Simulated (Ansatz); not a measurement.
## MgTe, response to strain

Start from MgTe in the zinc blende structure (space group F-43m, No. 216).

```xyz
2
Lattice="0.0000 3.1841 3.1841 3.1841 0.0000 3.1841 3.1841 3.1841 0.0000" Properties=species:S:1:pos:R:3 pbc="T T T"
Mg     0.0000     0.0000     0.0000
Te     1.5920     1.5920     1.5920
```

Strains are applied to the cell and any free atomic positions relax.

Calculations: LDA, PAW, 420 eV (Ansatz, a first-principles code; spin-orbit coupling left out).

```json
[
 {"change": "base", "width of the top valence band": "1.56 eV", "band gap": "2.38 eV", "gap character": "direct at Γ"},
 {"change": "isotropic strain −3.00 %", "width of the top valence band": "1.78 eV", "band gap": "2.51 eV", "gap character": "indirect, Γ → X"},
 {"change": "isotropic strain −2.50 %", "width of the top valence band": "1.74 eV", "band gap": "2.54 eV", "gap character": "indirect, Γ → X"},
 {"change": "isotropic strain −1.00 %", "width of the top valence band": "1.63 eV", "band gap": "2.52 eV", "gap character": "direct at Γ"},
 {"change": "isotropic strain −0.50 %", "width of the top valence band": "1.59 eV", "band gap": "2.45 eV", "gap character": "direct at Γ"},
 {"change": "isotropic strain +0.50 %", "width of the top valence band": "1.52 eV", "band gap": "2.32 eV", "gap character": "direct at Γ"},
 {"change": "isotropic strain +1.00 %", "width of the top valence band": "1.49 eV", "band gap": "2.25 eV", "gap character": "direct at Γ"},
 {"change": "isotropic strain +1.50 %", "width of the top valence band": "1.46 eV", "band gap": "2.18 eV", "gap character": "direct at Γ"},
 {"change": "isotropic strain +2.00 %", "width of the top valence band": "…", "band gap": "2.12 eV", "gap character": "direct at Γ"},
 {"change": "isotropic strain +2.50 %", "width of the top valence band": "…", "band gap": "2.06 eV", "gap character": "direct at Γ"}
]
```

What belongs in the blanks?


- isotropic strain +2.00 %, width of the top valence band: 1.43 eV
- isotropic strain +2.50 %, width of the top valence band: 1.40 eV

With Te present, leaving out spin-orbit coupling can change the band edges. No phonon test of stability was made.
